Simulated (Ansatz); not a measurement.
Formation energy of the localised charge states of N_O in monoclinic HfO2 (start: the O(1,3-fold) site; 96-site cell, 2×2×2 shifted sampling) against the Fermi level, Hf-rich (Δμ(O) = -5.19 eV, Δμ(N) = -3.31 eV, bounded by rock-salt HfN; only phases computed here count, gases as isolated molecules at 0 K). Calculation: PBE, PAW (plane waves to 420 eV; Ansatz, a first-principles code).

Charges from +1 to −1 were run; one beyond them could lie lower near a band edge.

Details: 96-site cell; 2×2×2 shifted k-points; host gap 4.04 eV; charged states image-corrected; no spin–orbit coupling; finite-size errors of tenths of an eV; flagged in the runs: a host whose relaxation on this sampling wasn't shown to rest.

```json
[
 {"E_F − E_VBM (eV)": "0.00", "q = +1": "3.13", "q = 0": "3.57", "q = −1": "4.57"},
 {"E_F − E_VBM (eV)": "0.50", "q = +1": "3.64", "q = 0": "3.57", "q = −1": "4.06"},
 {"E_F − E_VBM (eV)": "1.01", "q = +1": "4.14", "q = 0": "3.57", "q = −1": "3.56"},
 {"E_F − E_VBM (eV)": "1.51", "q = +1": "4.65", "q = 0": "3.57", "q = −1": "3.05"},
 {"E_F − E_VBM (eV)": "2.02", "q = +1": "5.15", "q = 0": "3.57", "q = −1": "2.55"},
 {"E_F − E_VBM (eV)": "2.52", "q = +1": "5.66", "q = 0": "3.57", "q = −1": "2.04"},
 {"E_F − E_VBM (eV)": "3.03", "q = +1": "6.16", "q = 0": "3.57", "q = −1": "1.54"},
 {"E_F − E_VBM (eV)": "3.53", "q = +1": "6.67", "q = 0": "3.57", "q = −1": "1.03"},
 {"E_F − E_VBM (eV)": "4.04", "q = +1": "7.17", "q = 0": "3.57", "q = −1": "0.53"}
]
```

Crossings of the lowest lines: (+1/0) at 0.44 eV; (0/−1) at 1.00 eV.
